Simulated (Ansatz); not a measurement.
C on the 1x1 (110) surface of bcc Ta, one in a 3x3 cell, started at the site 'hollow Ta-Ta-Ta'

Calculation: PBE (plane waves to 420 eV, PAW; Ansatz, an electronic-structure program).

Set-up: 37 atoms, 6.8 Å thick at the start under the adsorbate (thin: gaps and levels are the slab's own); mesh 4x4x1; 0.1 eV smearing; dipole correction on; 18 atoms held, the rest relaxed; held to the start's symmetry, so lower structures may exist; no spin, no spin-orbit, no U, no dispersion correction. At the end it is bonded to 5 Ta. In PBE it is, or lies within 0.03 eV of, the lowest of the starts that converged.

| Property | Result |
|---|---|
| adsorption energy against an atom of graphite | -1.15 eV |
| work function of the top face | 4.71 eV |
| change of the work function | -0.054 eV |
| change of the step from the bottom to the top vacuum level, against the clean slab | -0.052 eV |
| energy released by relaxation | 3.81 eV |
| height of the binding atom over the mean of the host atoms within 0.3 Å of the top one | 0.278 Å |
| nearest host atoms of the binding atom | Ta at 2.06 Å, Ta at 2.06 Å, Ta at 2.20 Å |
| largest move of a host atom | 0.41 Å |
| note | in the relaxation the adsorbate left its starting site by 0.6 Å |
| cost | very roughly 50 core-minutes |

A negative adsorption energy means that the adsorbate is more stable on the surface than in its reference.
